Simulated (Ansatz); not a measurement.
The starting structures come from a database of crystals and need not be the phases stable at ambient conditions.

The decay constant κ of evanescent states in the gap governs leakage through a thin film.

```
GaLaO3
1.0
    5.59538     0.00000     0.00000
    0.00000    13.46448     0.00000
    2.79769     4.48816     1.61525
La Ga O
2 2 6
Direct
  0.00000   0.25178   0.00000
  0.00000   0.75178   0.00000
  0.00000   0.50361   0.00000
  0.00000   0.00361   0.00000
  0.86051   0.18482   0.71208
  0.56690   0.32431   0.29361
  0.57259   0.75741   0.99431
  0.13949   0.82431   0.29361
  0.43310   0.25741   0.99431
  0.42741   0.68482   0.71208
```

Space group of this cell: R3c. The cell is taken as given; by r2SCAN its mean pressure is -4.8 GPa.

Transport runs along the normal of the first two printed cell vectors, the (100) plane of the conventional cell.

The gap is the functional's own, uncorrected, and κ follows it; spin-orbit coupling is left out. Mid-gap values are interpolated between the computed energies.

Task: Predict the band gap and the smallest decay constant κ at mid-gap from r2SCAN run with Ansatz (a first-principles code).

Result: Gap 4.05 eV on a 18×18×18 mesh; κ = 0.406 1/Å, at the zone centre.
